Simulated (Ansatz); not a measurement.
Results of PBEsol in Ansatz (PAW) for AlSiCN (P3m1, No. 156, 4 atoms in the cell; start mp-1227998).

Run with plane-wave cutoff 520 eV, 12×12×8 k mesh (along the axes of the cell as run), Fermi–Dirac smearing 0.01 eV, scalar-relativistic PAW data made under PBE.

Cell (relaxed at this level):

```
CELL_PARAMETERS angstrom
      3.09407     0.00000     0.00000
     -1.54703     2.67954     0.00000
      0.00000     0.00000     5.02683
ATOMIC_POSITIONS crystal
  Al 0.33333 0.66667 0.50719
  Si 0.66667 0.33333 0.99732
  C  0.33333 0.66667 0.10847
  N  0.66667 0.33333 0.63701
```

Q: Predict the band gap and smallest direct gap on the k points sampled.

A: 
* **band gap**: 3.27 eV (indirect)
* **smallest direct gap on the k points sampled**: 4.10 eV

Computed values are for the static lattice.

Computing time: roughly 12 core-seconds.

A start named mp-… is a Materials Project structure, which need not be a measured phase.

Ansatz is a quantum-chemistry and plane-wave program.
